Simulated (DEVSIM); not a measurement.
System: GaAs n-i-p diode, at 250 K.

```csv
layer (left to right),material,thickness (μm),Nd (cm⁻³),Na (cm⁻³),τn (s),τp (s)
1,GaAs,0.270,1.7e17,-,3.1e-10,3.1e-10
2,GaAs,2.40,-,1.2e12,3.1e-10,3.1e-10
3,GaAs,1.80,-,6e17,3.1e-10,3.1e-10
```

Left contact: ohmic. Right contact: ohmic. Voltage is applied to the left contact. Recombination: SRH at mid-gap, radiative. Mobility is μmin + (μ − μmin)/(1 + (N/Nref)^α).

Constants are typed, rounded textbook-type inputs, not results; the design itself was drawn at random and stands for no fabricated device. Values at 300 K; Nc and Nv go as T^1.5, mobilities as T to minus their exponent, the gap by Varshni's rule with the affinity fixed.

| parameter | GaAs |
|---|---|
| gap (eV) | 1.424 |
| affinity (eV) | 4.07 |
| permittivity | 12.9 |
| Nc (cm⁻³) | 4.7e17 |
| Nv (cm⁻³) | 9e18 |
| μn (cm²/Vs) | 8500 |
| μp (cm²/Vs) | 400 |
| μn,min | 500 |
| μp,min | 20 |
| Nref,n | 6e16 |
| Nref,p | 1.5e17 |
| αn | 0.39 |
| αp | 0.38 |
| T exponent of μn | 2.1 |
| T exponent of μp | 2.2 |
| B (cm³/s) | 2e-10 |
| Varshni α (eV/K) | 0.000541 |
| Varshni β (K) | 204 |

DEVSIM, 1D drift-diffusion, Boltzmann statistics, complete ionisation; no tunnelling, impact ionisation, image-force lowering or self-heating.

The thickness of layer 2 was swept, all else fixed.

| thickness of layer 2 (μm) | dark forward voltage at 1 A/cm² (V) |
|---|---|
| 0.48 | 1.060 |
| 0.84 | 1.033 |
| 1.4 | 1.009 |
| 2.4 | 0.989 |
| 4.1 | 0.980 |
| 7.2 | 0.994 |
| 12 | 1.083 |

From the first row to the last the dark forward voltage at 1 A/cm² goes from 1.060 to 1.083.
